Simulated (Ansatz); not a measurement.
The reference is La₂WN₄ (space group I4/mmm, No. 139; a = 3.960 Å, c = 12.617 Å; a hypothetical phase, not in the database extracts checked).

Levels (all Ansatz, a quantum-chemistry and plane-wave program, PAW): PBEsol (420 eV, spin-orbit coupling left out); r2SCAN (500 eV, no spin-orbit coupling).

The geometry is relaxed with PBEsol.

PBEsol pressure: 0.0 GPa

With r2SCAN at the same geometry, the pressure goes from zero to 4.1 GPa.

Single points use the geometry relaxed with PBEsol. Their cutoffs differ, which shifts pressures a little. Stability against distortions was not tested. All final runs are without spin polarisation.
